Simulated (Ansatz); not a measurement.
TiAl3 (I4/mmm, No. 139) was calculated with PBE0 (Ansatz, a first-principles code, plane waves, PAW).

Input:

Ansatz 0.2 input:
```yaml
crystal:
  lattice:
    - [-1.9076640303, 1.9076640303, 4.2759469768]
    - [1.9076640303, -1.9076640303, 4.2759469768]
    - [1.9076640303, 1.9076640303, -4.2759469768]
  atoms:
    - { symbol: Ti, position: [0.0, 0.0, 0.0] }
    - { symbol: Al, position: [0.5, 0.5, 0.0] }
    - { symbol: Al, position: [0.75, 0.25, 0.5] }
    - { symbol: Al, position: [0.25, 0.75, 0.5] }
basis:
  ecutwfc: 460
  ecutrho_ratio: 4
  xc_grid: 2
kpoints:
  mp_grid: { grid: [10, 10, 10] }
hamiltonian:
  xc: pbe0
  dispersion: none
  pseudopotentials: { azcp: { folder: ./paw }, kind: paw }
scf:
  occupations: { method: fermi_dirac, width: 0.01 }
  convergence: { dr2_threshold: 0.0000000004 }
output:
  forces: true
  stress: true
  eigenvalues: true
```

Q: How many irreducible k-points, plane waves at Γ does the program set up, and what pressure does the run end with?

A: 102 irreducible k-points, 1371 plane waves at Γ; P = 0.31 GPa, so the cell is compressed on average and its volume would grow at this level.

From the output:

```
WARN output.stress: scf.exx.energy_threshold = 1e-6 eV is looser than the 4e-8 eV advised for a stress under a hybrid functional (1e-8 eV for each atom of the …
Crystal: 4 atoms, lattice volume = 62.244 Å³
Basis set: ecut = 460 eV, 1371 PW (Γ), exchange–correlation on 72×72×72 points (8 copies of the dense FFT grid, shifted against one another)
Bands: 15, of which v1, the nominal top of the filled ones, is band 11 counted from 1 (10 counted from 0)
Symmetry: 16 space group operations
Space group: I4/mmm (ITA 139), of the structure as read, at distance tolerance 4.0e-5 Å
k-points: 102 of 1000
Initial density: superposition of atomic densities (chi_scale 0.1, normalization cell, long waves kept (reshape's long-wave potential 0.00 eV rms))
Functional: x = pbe(κ = 0.804, μ = 0.2195149727645171), c = pbe(β = 0.06672455060314922), warm-up for x = 0.75 pbe(κ = 0.804, μ = 0.2195149727645171) + 0.25 exact, c = pbe(β = 0.06672455060314922)
SCF iter   1: F=—  HF=-4113.978577 eV  |F-HF|=—  |Δ(HF+E_count)|=         —  Δρ=2.97e-2  dr2=6.51e-1
SCF iter   2: F=—  HF=-4113.878454 eV  |F-HF|=—  |Δ(HF+E_count)|=   1.00e-1  Δρ=1.87e-2  dr2=2.80e-1
  ...
SCF 1 converged in 11 iterations: F = -4113.742884 eV  dr2 = 1.61e-10
Crystal: 4 atoms, lattice volume = 62.244 Å³
Initial density: handed on by an earlier stage of this run
Functional: x = 0.75 pbe(κ = 0.804, μ = 0.2195149727645171) + 0.25 exact, c = pbe(β = 0.06672455060314922)
SCF 2 converged in 8 iterations: F = -4114.959690 eV  dr2 = 1.15e-10
Crystal: 4 atoms, lattice volume = 62.244 Å³
SCF 3 converged in 8 iterations: F = -4114.978058 eV  dr2 = 6.00e-11
Crystal: 4 atoms, lattice volume = 62.244 Å³
Crystal: 4 atoms, lattice volume = 62.244 Å³
SCF 5 converged in 11 iterations: F = -4114.979344 eV  dr2 = 2.38e-10
Crystal: 4 atoms, lattice volume = 62.244 Å³
SCF iter   2: F=—  HF=-4114.979344 eV  |F-HF|=—  |Δ(HF+E_count)|=   1.11e-9  Δρ=1.07e-6  dr2=4.04e-10
SCF iter   3: F=-4114.979344 eV  HF=-4114.979344 eV  |F-HF|=2.64e-10  |Δ(HF+E_count)|=  2.71e-10  Δρ=7.31e-7  dr2=3.19e-10
SCF 6 converged in 3 iterations: F = -4114.979344 eV  dr2 = 3.19e-10
Free energy (F): -4114.979344 eV
Internal energy: -4114.979287 eV  (E = F + TS)
E sigma→0 (E₀):  -4114.979316 eV
Fermi energy:    9.703664 eV
--- Forces (eV/Å), atoms counted from 1 ---
  atom   1  Ti     0.00000000     0.00000000     0.00000000
  atom   2  Al    -0.00000000     0.00000000     0.00000000
  atom   3  Al     0.00000000    -0.00000000     0.00000000
  atom   4  Al     0.00000000     0.00000000     0.00000000
--- Stress (GPa, compression-positive) ---
        0.069941       0.000000       0.000000
        0.000000       0.069941       0.000000
        0.000000       0.000000       0.782343
  P = ⅓ Tr σ = 0.3074 GPa (3.074 kbar)
```

The PAW data were made under PBE.

Note: the run has no spin polarisation, so it can have missed a magnetic state. Note: the run warned that the count of filled bands differs between k points. Note: cell and atoms aren't relaxed at this level (pressure 0.3 GPa).
